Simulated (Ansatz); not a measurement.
Consider Ag in the fcc (Cu type) structure (space group Fm-3m, No. 225; a = 4.001 Å; relaxed with 0.1 eV smearing). Axes: x, y, z lie along the cube axes.

Method: Kohn–Sham DFT with the LDA functional, run in Ansatz (a first-principles code) with PAW and 420 eV plane waves, no SOC.

Before the change:

The pressure is 0.0 GPa.

One thing is altered: the cell is stretched by 2.50 % along z with no lateral relaxation; the atoms relax in the strained cell.

What happens to the energy relative to the base?

The energy goes up by 5.0 meV/atom.

What does the calculation give for the pressure after the change?

The pressure (mean of the normal stresses, compression positive) goes from zero to -3.2 GPa.

No phonon test of stability was made.
